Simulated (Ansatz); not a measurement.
**A constructed model of the (111) surface of fcc Ni, ferromagnetic, (√3x√3)R30° surface alloy, Al on one Ni site of the top plane (bottom of the slab: a bare face, its two planes held)**

The numbers are results of PBE (plane waves to 420 eV, PAW; Ansatz, an electronic-structure program), not measurements.

Slab: 18 atoms, 10.2 Å thick at the start (thin: gaps and levels are the slab's own); k 10x10x1, smearing 0.1 eV, dipole-corrected; 6 atoms held, the rest relaxed; start symmetry kept, larger cells not searched; spin-polarised, ending with about 9.6 μB a cell; orders that need a larger cell were not tried, no spin-orbit, no U. It is one candidate, not shown to be the stable structure of the face.

```
Quantity                                                Value
-----------------------------  ------------------------------
work function of the top face                         4.90 eV
energy released by relaxation                        0.044 eV
magnetic moment of the cell                           9.56 μB
cost                           around 22 core-minutes (rough)
```
